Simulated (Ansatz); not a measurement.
Ansatz (a quantum-chemistry and plane-wave program) is run on a (111) slab of Cr (cut from a parent of space group no. 229; 14 atoms in the cell), and the run fails. The aim is a self-consistent single point with DFT, PBEsol, plane waves, PAW files made with PBE.

Cell that was meant: a = 4.1393 Å, b = 4.1393 Å, c = 26.8080 Å, α = 90.00°, β = 90.00°, γ = 60.00°.

Part of the input:

Ansatz 0.2 input:
```yaml
  spin_polarized: true
scf:
  occupations: { method: fermi_dirac, width: 0.1 eV }
  max_iter: 2
output:
  forces: true
  eigenvalues: true
```

Output, abridged:

```
SCF iter   1: F=—  HF=-46919.146334 eV  |F-HF|=—  |Δ(HF+E_count)|=         —  Δρ=2.03e-1 (↑2.03e-1 ↓8.86e-2)  dr2=1.19e2  dr2_m=6.91e1  M=4.629 μB ∫|m|=4.649 μB  β_m=0.30  ethr=3.10e-3  ⟨swp⟩=12.7  Hψ=34876  notcnv=0
Mixer restart at iter 1: flushing history
all-band conjugate gradients solve this SCF's bands
preconditioner: auto → LDOS
spin=Collinear: LDOS preconditioning applied to the charge; magnetization (m = ρ↑ − ρ↓) channel mixes plain (no charge-response kernel on spin).
SCF iter   2: F=—  HF=-46887.182094 eV  |F-HF|=—  |Δ(HF+E_count)|=    3.20e1  Δρ=1.10e-1 (↑1.10e-1 ↓8.70e-2)  dr2=1.47e1  dr2_m=3.43e1  M=5.090 μB ∫|m|=6.006 μB  β_m=0.45  ethr=3.10e-3  ⟨swp⟩=10.1  Hψ=25065  notcnv=0
Error: did not converge after 2 iterations: magnetization_residual = 3.43e1 (threshold 1.00e-7), under the density mixer `msr1`, which `scf.mixing.algorithm: auto` chose by the deck's other keys (type `scf.mixing.algorithm: msr1` to keep it); raise `scf.max_iter`, which need not help a stalled SCF, or adjust the mixing (`scf.mixing`) or, under a smearing, its width (`scf.occupations.width`, in either direction: another width is another result); this SCF holds its density and magnetisation to the symmetry operations that it keeps, and cannot end on a state that breaks one of them: if the state sought breaks one, re-run with `crystal.symmetry.detect: false`, without [...]
```

Q: What caused this, and what should be changed?

A: The fault is an iteration limit that is too low. The loop is cut before its threshold is met, so whatever is printed at the end is not self-consistent. To fix it, raise the limit, or leave it to the default. The run ended unconverged after 2 iterations.

The sound input it was made from differs as follows (other fixes are possible):
```diff
-  max_iter: 2
```

With that input, the run converged, with 54 iterations in all over 2 SCF loops: free energy E − TS (on the zero of these files) -46880.8688 eV; Fermi level (on the code's own zero) 5.58 eV; pressure averaged over the cell with its vacuum -7.49 GPa; largest force (vector length) 0.981 eV/Å; size of the cell's spin moment 0.00 μB (DFT, PBEsol, plane waves, PAW files made with PBE).

On the sound input: the starting cell was generated: these elements placed on a structure prototype, without a prior relaxation; it need not be a known phase or ordering of this composition. The slab is cut from that crystal, and its faces are unrelaxed. Its lattice was rescaled in the plane by a random factor within 2.5 % of one. The magnetic order is the one reached from the typed start; others were not searched systematically. The program warned that, by what it read of turns of the moments, another magnetic order lies lower.

These are the values that this program gave, and no reference: magnetic slabs can end in a higher state.
